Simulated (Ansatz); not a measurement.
Terminations of the (111) surface of fcc Ag, measured from the surface 'clean 1x1'. Atoms come from or go to: Ag: fcc Ag, Al: fcc Al, Au: fcc Au, Bi: rhombohedral Bi, Fe: bcc Fe, ferromagnetic, I: ½ I2(g), Mn: fcc-type Mn, layered antiferromagnet, Nb: bcc Nb, Si: silicon, Ti: hcp Ti, Zn: hcp Zn. ΔE is the energy of forming the row's surface from that one (negative: more stable at these reservoirs); the vacuum level's shift is aligned on the shared bottom. No zero-point or thermal terms. These are constructed structures in small cells; real faces may alloy, dewet or reconstruct in larger ones, and not all known structures of the face are among them. Slabs of about 12 Å, Fermi-Dirac smearing of 0.1 eV. Bottom of the slabs: a bare face, its two planes held. Relaxed from the named starts with such symmetry as they have, on meshes of like density; energies extrapolated to zero smearing; spin only where a row says so; no spin-orbit coupling, no U. Brackets mark spin-polarised runs, whose order is one that fits the cell. A dash marks a value that is undefined for that row (no clear gap, or no work function of a gapped slab) or was not read reliably on its mesh.

The numbers are results of PBE (plane waves to 420 eV, PAW; Ansatz, a program for electronic structure), not measurements.

```
surface                                                                               atoms added per 1x1  ΔE per 1x1 (eV)  shift of the vacuum level (eV)  work function (eV)
-----------------------------------------------------------------------------------  --------------------  ---------------  ------------------------------  ------------------
a layer of Ti in place of the second plane                                                   -1 Ag, +1 Ti             0.18                           -0.61                3.81
(√3x√3)R30° surface alloy, Bi on one Ag site of the top plane                        -0.333 Ag, +0.333 Bi            -0.14                           -0.27                4.15
a pseudomorphic layer of Nb in the other hollow                                                     +1 Nb                ?                            0.56                4.99
a layer of Zn in place of the third plane                                                    -1 Ag, +1 Zn            -0.10                            0.01                4.46
a layer of Al in place of the third plane                                                    -1 Ag, +1 Al                ?                            0.02                4.45
a pseudomorphic layer of Si in the other hollow                                                     +1 Si             0.58                            0.29                4.73
(√3x√3)R30° surface alloy, Mn on one Ag site of the top plane [spin, 4.4 μB a cell]  -0.333 Ag, +0.333 Mn                ?                           -0.01                4.42
(√3x√3)R30° layer of I, one a cell, on the site that continues the host's stacking               +0.333 I            -0.47                            0.54                4.94
a layer of Nb in place of the third plane                                                    -1 Ag, +1 Nb             0.51                           -0.20                4.21
one row in 3 of the top plane missing                                                           -0.333 Ag                ?                           -0.30                4.13
a pseudomorphic layer of Fe in the other hollow [spin, 3.0 μB a cell]                               +1 Fe             1.41                           -0.07                4.34
a layer of Au in place of the third plane                                                    -1 Ag, +1 Au                ?                            0.00                4.46
```

Complete the blanks.


- a pseudomorphic layer of Nb in the other hollow, ΔE per 1x1 (eV): 1.21
- a layer of Al in place of the third plane, ΔE per 1x1 (eV): -0.13
- (√3x√3)R30° surface alloy, Mn on one Ag site of the top plane [spin, 4.4 μB a cell], ΔE per 1x1 (eV): 0.30
- one row in 3 of the top plane missing, ΔE per 1x1 (eV): 0.13
- a layer of Au in place of the third plane, ΔE per 1x1 (eV): -0.09
